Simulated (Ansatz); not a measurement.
The starting structures come from a database of crystals and need not be the phases stable at ambient conditions.

 Where the default PAW files enter, the runs use the earlier of Ansatz's two default sets.

Crystal: Sr$_{2}$ZnWO$_{6}$ (Fm-3m, not sure to be the ambient phase, 10 atoms a cell, 13.1 Å³ an atom, -8 GPa at this level); planes in its conventional cell.

Computed with r2SCAN (plane waves, PAW; Ansatz, a program for electronic structure).

The gap is the functional's own. No spin-orbit coupling. Mid-gap values are interpolated on the energy grid.

```
plane  area of the cell (Å²)  mid-gap κ (1/Å)  largest κ in the gap (1/Å)
-----  ---------------------  ---------------  --------------------------
(111)                   28.2             0.37                        0.37
(001)                   32.6                ?                        0.37
(110)                   46.1                ?                           ?
```

### Question
The slowest decay depends on the direction. Supply the withheld values.

### Answer

- (001), mid-gap κ (1/Å): 0.34
- (110), mid-gap κ (1/Å): 0.31
- (110), largest κ in the gap (1/Å): 0.32
